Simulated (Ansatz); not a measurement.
## C: response to strain

Consider C in the diamond structure (space group Fd-3m, No. 227).

```yaml
crystal:
  lattice:
    - [0.00000, 1.77690, 1.77690]
    - [1.77690, 0.00000, 1.77690]
    - [1.77690, 1.77690, 0.00000]
  atoms:
    - { symbol: C, position: [0.50000, 0.50000, 0.50000] }
    - { symbol: C, position: [0.75000, 0.75000, 0.75000] }
```

Cartesian axes are those of the cell as printed.

Strains are applied to the cell and any free atomic positions relax; under biaxial strain the out-of-plane vector relaxes too; under stress the whole cell relaxes.

All numbers come from Ansatz (a quantum-chemistry and plane-wave program) PBEsol, no spin-orbit coupling.

Candidates:
(a) uniaxial strain ε_yy = +5.58 %
(b) uniaxial stress, 8 GPa tension along x
(c) biaxial strain −1.20 %, plane normal [001], relaxed out of plane

Notes on the quantities. energy relative to the base: free energy F.

Task: Order them by energy relative to the base, lowest first.

Result: (b) uniaxial stress, 8 GPa tension along x (+1.1 meV/atom), (c) biaxial strain −1.20 %, plane normal [001], relaxed out of plane (+6.1 meV/atom), (a) uniaxial strain ε_yy = +5.58 % (+56 meV/atom)

Beyond what the load breaks, stability against distortions was not tested.
